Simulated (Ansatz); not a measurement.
## SnO, response to strain

Start from SnO (space group P4/nmm, No. 129; a = 3.837 Å, c = 4.759 Å; layered, stacked along the Cartesian z axis).

Strains are applied to the cell and any free atomic positions relax.

Method: Ansatz (a program for electronic structure), PBE-D3(BJ), PAW, cutoff 420 eV, no spin-orbit coupling.

Notes on the quantities. energy relative to the base: free energy F; pressure: mean of the normal stresses, compression positive.

```csv
change,energy relative to the base,largest internal atomic displacement,pressure
base,0 meV/atom,–,0.0 GPa
isotropic strain −3.00 %,+23 meV/atom,0.065 Å,5.1 GPa
isotropic strain −2.40 %,+14 meV/atom,0.052 Å,3.9 GPa
isotropic strain −1.80 %,+8.1 meV/atom,0.039 Å,…
isotropic strain −1.20 %,+3.6 meV/atom,0.026 Å,1.9 GPa
isotropic strain −0.60 %,…,…,0.9 GPa
```

### Question
Complete the table.

### Answer

- isotropic strain −1.80 %, pressure: 2.9 GPa
- isotropic strain −0.60 %, energy relative to the base: +0.9 meV/atom
- isotropic strain −0.60 %, largest internal atomic displacement: 0.013 Å

Whether these cells are dynamically stable was not tested. All final runs are without spin polarisation.
